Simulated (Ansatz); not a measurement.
Inside the gap of an insulator the Bloch states are evanescent, with a wavenumber k + iκ along the transport direction.

Consider the following.

```yaml
crystal:
  lattice:
    - [4.22100, 0.00000, 0.00000]
    - [0.00000, 5.96940, 0.00000]
    - [2.11050, -2.98470, 2.11050]
  atoms:
    - { symbol: Cu, position: [0.50000, 0.25000, 0.00000] }
    - { symbol: I, position: [0.00000, 0.00000, 0.00000] }
```

Space group of this cell: F-43m, zinc blende. The cell was relaxed by PBE-D3(BJ); by r2SCAN its mean pressure is 1.3 GPa.

Transport runs along the normal of the first two printed cell vectors, the (110) plane of the conventional cell.

The gap is the functional's own, uncorrected, and κ follows it; spin-orbit coupling is left out. Mid-gap values are interpolated between the computed energies.

Q: Estimate the band gap and the smallest decay constant κ at mid-gap that r2SCAN run with Ansatz (a program for electronic structure) returns for this system.

A: Gap 1.75 eV on a 14×14×14 mesh; κ = 0.145 1/Å, at the zone centre.
